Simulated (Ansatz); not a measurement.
Cost and result by functional for the surface energy of the (20-23) surface of hcp Os in its 1x1 cell, outermost plane spacing 0.15 Å in the ideal cut, in Ansatz (plane waves, PAW). Single points on the PBE structure, on one kind of machine; costs are rough ratios of the slab run's core time (references not counted) to the cheapest single point. r2SCAN's cost holds its higher cutoff (500 against 420 eV). Differences are taken against r2SCAN for comparison alone: no measured value is at hand, so the table doesn't rank accuracy.

Slab: 24 atoms, 10.3 Å thick at the start (thin: gaps and levels are the slab's own); k 14x4x1, smearing 0.1 eV, dipole-corrected; all atoms relaxed; held to the part of the start's symmetry that mesh and held atoms allow; no spin, no spin-orbit, no U. These notes are the PBE run's.

| functional | relative cost | surface energy (J/m²) | less r2SCAN (J/m²) |
|---|---|---|---|
| PBEsol | 1 | 4.14 | 0.17 |
| LDA | 1 | 4.28 | 0.31 |
| RPBE | 1 | 3.46 | -0.51 |
| r2SCAN | 2 | 3.97 | 0.00 |
| PBE (the relaxed run's value) | – | 3.69 | -0.28 |

The values span 0.83 J/m², while the single points' costs differ by a factor of roughly 2. Differences are of unrounded values.

Ansatz is an electronic-structure program.
